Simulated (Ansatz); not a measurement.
SiNF (model structure, Pmn2₁, No. 31, 6 atoms in the cell) was calculated with LDA (PAW; Ansatz, a first-principles code).

Run with plane-wave cutoff 520 eV, 12×6×8 k mesh (along the axes of the cell as run), Fermi–Dirac smearing 0.01 eV, scalar-relativistic PAW data made under PBE.

Cell (relaxed at this level):

```
CELL_PARAMETERS angstrom
      2.88240     0.00000     0.00000
      0.00000     4.78776     0.00000
      0.00000     0.00000     4.81098
ATOMIC_POSITIONS crystal
  Si 0.00000 0.38748 0.99139
  N  0.50000 0.48258 0.82405
  F  0.00000 0.05740 0.01789
  Si 0.50000 0.61252 0.49139
  N  0.00000 0.51742 0.32405
  F  0.50000 0.94260 0.51789
```

**Question.** Give the computed band gap and Γ–Γ gap.

**Answer.** 
- band gap = 5.14 eV (direct)
- Γ–Γ gap = 5.41 eV

Note: the relaxation could raise the start's symmetry but not lower it, so the cell can be a saddle point.

Computed values are for the static lattice.

It cost roughly 40 core-seconds of CPU time.

A model structure was made by putting elements into a prototype or built by hand; it is no filed structure, need not be a known phase, and can be a saddle point held by its symmetry.
